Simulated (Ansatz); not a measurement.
The starting structures come from a database of crystals and need not be the phases stable at ambient conditions.

Inside the gap of an insulator the Bloch states are evanescent, with a wavenumber k + iκ along the transport direction.

Data:

```yaml
crystal:
  lattice:
    - [3.98748, 0.00000, 0.00000]
    - [0.00000, 5.63256, 0.00000]
    - [0.00000, 0.00000, 3.90929]
  atoms:
    - { symbol: Zn, position: [0.00000, 0.23694, 0.50000] }
    - { symbol: Zn, position: [0.50000, 0.76306, 0.00000] }
    - { symbol: Se, position: [0.00000, 0.50000, 0.00000] }
    - { symbol: S, position: [0.50000, 0.00000, 0.50000] }
```

Space group of this cell: Pmm2. The cell is strained (lengths across the current scaled by 1.02, ions clamped); by r2SCAN its mean pressure is -2.6 GPa.

Transport runs along the normal of the first two printed cell vectors.

No gap correction and no spin-orbit coupling; mid-gap values are interpolated between computed energies.

Question: Give the band gap and the smallest decay constant κ at mid-gap that Ansatz (a quantum-chemistry and plane-wave program) with r2SCAN yields.

Answer: Gap 1.94 eV on a 8×6×8 mesh; κ = 0.134 1/Å, at the zone centre.
